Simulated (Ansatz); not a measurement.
Partial pair distribution functions of a relaxed model of amorphous Zr20O43B2, broadened by 0.06 Å; density 5.05 g/cm³. Calculation: PBE, scalar-relativistic without spin-orbit coupling (plane waves to 420 eV, PAW; Ansatz, a first-principles code).

The cell was made by melting and quenching with the CHGNet potential and then relaxed with DFT. O atoms were pushed apart under 1.9 Å during the dynamics, to hinder bonds among them. The hot cell started wider than the set density and was brought back towards it in steps. It is the lowest in DFT energy of 2 quenches. It is a model cell: composition and starting density were chosen by hand, and all elements were melted together. No dispersion term was used. Its density started from a set value of 5.05 and ended at 5.05 g/cm³. Cooling (nominally 300 K/ps over its main leg) ran many orders faster than in experiment, which tends to leave more defects and strain. One small periodic cell is one sample of the glass; other quenches scatter about these values. The volume was held where the preparation left it and the shape relaxed, at a PBE pressure of -0.1 GPa (tension). Stress components on the final sampling reach 0.9 GPa. On a 2×2×2 Γ-centred mesh force components of up to 0.13 eV/Å stay, since the relaxation ran on the zone centre alone. Cycles of charging lowered its energy after that relaxation.

```
r (Å)  g Zr-O  g O-B  g Zr-Zr  g O-O
-----  ------  -----  -------  -----
1.15     0.00   0.02     0.00   0.00
1.25     0.00   1.26     0.00   0.00
1.35     0.00   7.96     0.00   0.00
1.45     0.00  12.30     0.00   0.00
1.55     0.00   4.66     0.00   0.00
1.65     0.00   0.17     0.00   0.00
1.75     0.01   0.00     0.00   0.00
1.85     0.22   0.00     0.00   0.00
1.95     2.01   0.00     0.00   0.00
2.05     6.81   0.00     0.00   0.00
2.15     6.90   0.00     0.00   0.00
2.25     2.86   0.00     0.00   0.11
2.35     1.07   0.00     0.00   0.51
2.45     0.59   0.00     0.00   1.11
2.55     0.35   0.00     0.00   1.85
2.65     0.16   0.00     0.00   2.23
2.75     0.16   0.01     0.00   1.90
2.85     0.21   0.35     0.00   1.92
2.95     0.25   1.10     0.00   1.86
3.05     0.32   0.54     0.02   1.88
3.15     0.25   0.52     0.46   1.49
3.25     0.28   0.54     1.48   1.22
3.35     0.32   1.31     3.01   1.05
3.45     0.44   1.08     4.50   0.78
3.55     0.55   0.72     3.02   0.70
3.65     0.72   1.17     1.60   0.80
3.75     0.99   2.32     1.81   0.82
3.85     0.83   2.04     1.81   0.65
3.95     0.85   1.58     1.40   0.58
4.05     1.15   2.19     1.45   1.01
4.15     1.38   2.44     1.07   1.03
4.25     1.36   1.04     0.59   0.88
4.35     1.30   0.35     0.27   0.75
4.45     1.57   0.56     0.55   0.67
4.55     1.65   1.04     0.55   0.72
4.65     1.55   0.76     0.38   0.81
```

Within 2.64 Å each Zr has 6.20 O neighbours on average.
